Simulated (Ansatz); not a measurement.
Eu under a change: Eu → Zn

Base system: Eu in the bcc (W type) structure (space group Im-3m, No. 229; a = 4.447 Å; ferromagnetic).

Now apply this change: full substitution Eu → Zn, then cell and atoms are relaxed.

The values are results of r2SCAN in Ansatz (plane waves to 500 eV, PAW, no spin-orbit coupling), not measurements. Settings: 21×21×21 k-points, 0.05 eV Fermi–Dirac smearing, for the changed cell.

```
quantity                        base          changed      shift
-------------------  ---------------  ---------------  ---------
volume per atom             43.98 Å³         14.41 Å³  -29.57 Å³
lattice parameter a          4.447 Å          3.066 Å  -1.3815 Å
space group          Im-3m (No. 229)  Im-3m (No. 229)          –
band gap                        zero             zero          –
```

Cost of the whole job for the changed cell (relaxation, final SCF and bands): very roughly 70 core-seconds.

The magnetic state is the one reached from the starting moments; the real material's order can differ, and small cells can't hold many antiferromagnetic ones. The state of the 4f shell was not checked for lower solutions. Stability against distortions was not tested. For Zn in this form, whether it has been made was not checked. This is not the structure that Zn has at room temperature and ambient pressure.

Ansatz is an electronic-structure program.
